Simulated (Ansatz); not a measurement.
## Effective masses and thermopower of monolayer Sb

Input:

```xyz
2
Lattice="4.0393 0.0000 0.0000 -2.0196 3.4981 0.0000 0.0000 0.0000 17.4065" Properties=species:S:1:pos:R:3 pbc="T T T"
Sb     2.0196     1.1660     9.5355
Sb     0.0000     2.3321     7.8710
```

Level of theory: PBE with spin-orbit coupling, rigid bands (plane waves, PAW; Ansatz, a quantum-chemistry and plane-wave program). Condition of this run: biaxial strain -2 % with spin-orbit coupling. Cell: cell and atoms relaxed with PBE, then loaded as said.

The band gap comes out as 0.80 eV and the electron conductivity mass (300 K, dilute) is 0.22 mₑ. The hole conductivity mass (300 K, dilute) is 0.123 mₑ. The effective density of states N_c (300 K) is 1.6e13 cm⁻² and the effective density of states N_v (300 K) is 1.2e12 cm⁻². The Seebeck coefficient, n-type 1.7e12 cm⁻², 300 K is -364 μV/K. The Seebeck coefficient, p-type 1.7e12 cm⁻², 300 K is 138 μV/K.

Rigid bands; masses and Seebeck coefficients take one relaxation time τ for all states and one kind of carrier; polarons and phonon drag are left out.
